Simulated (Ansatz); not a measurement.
The parent structure is CdS in the zinc blende structure (space group F-43m, No. 216; a = 5.824 Å). Axes: x, y, z lie along the cube axes.

Level of theory: Ansatz (a first-principles code), PBEsol, PAW, cutoff 420 eV, no SOC.

Before the change:

```
Item                                 Value
---------------------  -------------------
Valence-band top at Γ  0.00, 0.00, 0.00 eV
Electron mass               0.11 mₑ (at Γ)
```

Perturbation: uniaxial strain ε_zz = +2.50 %, all other strain components held at zero; the atoms relax in the strained cell.

### Question
Estimate the effect on the energy relative to the base.

### Answer
The energy goes up by 3.5 meV/atom.

### Question
Predict the new stress.

### Answer
The stress (xx, yy, zz, yz, xz, xy; compression positive) is (-1.27, -1.27, -1.81, 0.00, 0.00, 0.00) GPa.

### Question
What does the calculation give for the valence-band top at Γ after the change?

### Answer
The valence-band top at Γ (three highest levels, from the VBM) changes from 0.00, 0.00, 0.00 eV to 0.00, 0.00, -0.08 eV.

### Question
Predict the new electron mass.

### Answer
The electron mass remains 0.11 mₑ (at Γ).

The levels and masses belong to the bands next to the band gap. Masses are band curvatures over ±0.01 Å⁻¹ around the edge. Stability against distortions was not tested.
